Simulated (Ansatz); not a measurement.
Defect: N-vacancy pair (N on one host O site, one O site vacant) in polar orthorhombic HfO2, charge state +1. Computed with PBE, PAW (plane waves to 420 eV; Ansatz, a first-principles code).

96-site cell at the relaxed PBE lattice, the Γ point alone, smearing 0.01 eV, spin-restricted, no finite-size correction. Energies are static. Spin-orbit coupling is left out. The host's phase is taken as given; its stability against other phases was not computed. The charge state is imposed; whether it is stable for some Fermi level was not computed. Forms of the defect that were not tried may lie lower. The start lies 0.29 eV above the lowest site run (PBE).

Barriers: single points on a 2×2×2 k-point mesh shifted by half a step at the bands' geometries.

Relaxed starting cell (atoms counted from 1):

```xyz
95
Lattice="10.5877 0.0000 0.0000 0.0000 10.1382 0.0000 0.0000 0.0000 10.2024" Properties=species:S:1:pos:R:3 pbc="T T T"
Hf     2.9076     3.5473     1.3857
Hf     2.8111     3.6987     6.3507
Hf     2.7938     8.8079     1.3585
Hf     2.8328     8.7912     6.3999
Hf     8.1160     3.7140     1.3010
Hf     8.1090     3.7170     6.4139
Hf     8.0483     8.8177     1.3461
Hf     8.1138     8.7873     6.4491
Hf     5.1458     3.7250     3.8714
Hf     5.0170     3.7882     9.0026
Hf     5.1265     8.7803     3.8605
Hf     5.1320     8.8249     8.9911
Hf    10.4275     3.7139     3.8550
Hf    10.4409     3.7317     8.9455
Hf    10.4006     8.8107     3.9139
Hf    10.4294     8.7654     9.0155
Hf     2.4550     1.3083     3.9088
Hf     2.4849     1.3378     8.9395
Hf     2.4716     6.4026     3.8523
Hf     2.6347     6.4395     8.8805
Hf     7.7628     1.3483     3.8857
Hf     7.7816     1.3748     8.9391
Hf     7.7260     6.4289     3.8726
Hf     7.7419     6.4056     8.9720
Hf     0.1689     1.3504     1.3230
Hf     0.1569     1.3462     6.4391
Hf    -0.0333     6.4779     1.4120
Hf     0.1784     6.4036     6.4507
Hf     5.5146     1.3382     1.2947
Hf     5.4693     1.3533     6.4335
Hf     5.3632     6.3723     1.2712
Hf     5.4630     6.3873     6.4050
N      4.0648     4.9619     0.3723
O      4.5810     4.7247     5.6206
O      4.5930     9.8067     0.6198
O      4.5863     9.7941     5.6739
O      9.9245     4.7674     0.5292
O      9.8803     4.7465     5.6459
O      9.9115     9.7403     0.6319
O      9.8708     9.8003     5.6995
O      3.3627     4.6861     3.1563
O      3.3958     4.7872     8.0076
O      3.3526     9.7826     3.1436
O      3.3860     9.8263     8.1940
O      8.7070     4.7959     3.0627
O      8.6968     4.7518     8.2037
O      8.6460     9.8148     3.1413
O      8.6899     9.7914     8.2610
O      0.7034     0.3188     3.1276
O      0.7143     0.3263     8.2570
O      0.8120     5.3158     2.9153
O      0.8200     5.3833     8.2662
O      6.0092     0.3425     3.1283
O      6.0283     0.3515     8.2438
O      5.9971     5.3915     3.0647
O      6.0281     5.3856     8.1954
O      1.9030     0.3067     0.5381
O      1.9117     0.3202     5.6850
O      1.8916     5.3763     5.6040
O      7.2487     0.3573     0.5574
O      7.2309     0.3290     5.6956
O      7.1353     5.3571     0.5484
O      7.2041     5.3778     5.6359
O      1.4272     2.6533     2.6301
O      1.4471     2.7041     7.6884
O      1.3746     7.7926     2.6018
O      1.4917     7.8030     7.7170
O      6.7656     2.7256     2.5829
O      6.7644     2.7018     7.6611
O      6.6940     7.8087     2.6087
O      6.7468     7.7814     7.7028
O      1.2793     2.8162     0.0790
O      1.1882     2.6973     5.1474
O      1.1938     7.4357     0.0660
O      1.1907     7.7626     5.1565
O      6.4997     2.7601     0.0251
O      6.4963     2.7047     5.1363
O      6.4389     7.7619     0.0490
O      6.4815     7.7727     5.1522
O      3.9050     2.2692     0.0538
O      3.8594     2.3194     5.1273
O      3.7763     7.5730     0.0009
O      3.8437     7.4028     5.1338
O      9.1864     2.3448     0.0416
O      9.1475     2.3598     5.1375
O      9.0559     7.4366     0.0894
O      9.1243     7.4096     5.1793
O      4.1119     2.3352     2.5755
O      4.0781     2.3716     7.6992
O      4.0414     7.3962     2.5773
O      4.1157     7.4284     7.6890
O      9.3897     2.3661     2.5901
O      9.3877     2.3530     7.6919
O      9.3081     7.4542     2.6546
O      9.4171     7.4115     7.7424
```
Cell charge +1.

End state 1 differs by these moves (Å; atoms that move under 0.08 Å are left out):

```tsv
atom	element	Δx	Δy	Δz
1	Hf	-0.29	0.11	0.01
7	Hf	0.14	-0.01	-0.06
10	Hf	0.17	-0.18	-0.23
16	Hf	0.01	-0.02	-0.08
20	Hf	-0.15	-0.09	0.12
27	Hf	0.30	-0.09	-0.13
30	Hf	0.02	-0.03	-0.07
31	Hf	0.21	0.27	0.13
33	N	-2.05	0.43	0.20
35	O	-0.03	0.04	-0.07
37	O	-0.13	-0.01	0.04
39	O	-0.01	0.04	-0.08
41	O	0.06	0.06	-0.12
42	O	0.05	-0.06	0.20
44	O	-0.03	-0.04	0.08
45	O	-0.07	-0.08	0.06
51	O	-0.09	0.07	0.23
52	O	-0.09	0.00	-0.08
57	O	0.08	0.09	0.11
62	O	-0.15	-0.01	-0.01
64	O	-0.08	0.04	0.03
67	O	-0.08	-0.03	-0.03
72	O	-0.15	-0.15	0.00
74	O	0.08	0.42	-0.04
78	O	0.16	0.11	-0.01
80	O	-0.04	0.41	-0.03
82	O	0.21	-0.22	0.06
84	O	-0.08	0.01	0.01
86	O	0.13	-0.05	-0.07
89	O	0.02	-0.10	-0.04
90	O	0.05	0.07	0.04
94	O	0.07	-0.04	-0.07
95	O	-0.05	-0.02	-0.07
```

Q: What forward and backward barriers to end state 1 does PBE, PAW give?

A: forward 1.02 eV, backward 0.68 eV; at the saddle point atom 33 has neighbours Hf at 1.97, Hf at 2.04; O at 2.52 Å. The saddle point's order was not checked.

End state 2 differs by these moves (Å; atoms that move under 0.08 Å are left out):

| atom | element | Δx | Δy | Δz |
|---|---|---|---|---|
| 1 | Hf | -0.05 | 0.26 | -0.10 |
| 3 | Hf | 0.09 | 0.12 | 0.12 |
| 4 | Hf | -0.02 | 0.00 | 0.09 |
| 10 | Hf | 0.07 | -0.03 | -0.02 |
| 16 | Hf | -0.12 | 0.09 | -0.10 |
| 17 | Hf | 0.00 | 0.09 | -0.04 |
| 20 | Hf | -0.05 | -0.18 | 0.14 |
| 27 | Hf | -0.02 | -0.32 | 0.16 |
| 31 | Hf | 0.08 | 0.00 | 0.06 |
| 33 | N | 0.30 | -0.03 | 0.01 |
| 37 | O | -0.08 | -0.15 | -0.01 |
| 41 | O | 0.00 | 0.09 | -0.04 |
| 42 | O | 0.00 | -0.08 | 0.08 |
| 43 | O | 0.05 | 0.06 | 0.08 |
| 45 | O | 0.10 | 0.07 | -0.12 |
| 51 | O | -0.07 | 0.07 | 0.36 |
| 52 | O | -0.05 | -0.03 | -0.07 |
| 59 | O | 0.06 | 0.05 | 0.08 |
| 62 | O | 0.09 | 0.03 | 0.02 |
| 64 | O | -0.04 | 0.09 | -0.04 |
| 66 | O | 0.01 | -0.03 | -0.17 |
| 67 | O | -0.05 | 0.00 | 0.27 |
| 72 | O | -0.04 | -0.08 | -0.05 |
| 74 | O | 0.52 | -1.83 | 0.53 |
| 82 | O | -0.20 | 0.08 | 0.02 |
| 86 | O | 0.20 | -0.06 | -0.03 |
| 88 | O | -0.05 | 0.07 | -0.01 |
| 90 | O | 0.07 | 0.06 | 0.04 |
| 95 | O | -0.05 | 0.00 | -0.06 |

Q: Estimate the forward and backward barriers to end state 2 that PBE, PAW returns for this input.

A: forward 0.63 eV, backward 0.22 eV; at the saddle point atom 74 has neighbours Hf at 1.96, Hf at 2.00 Å. The saddle point's order was not checked.
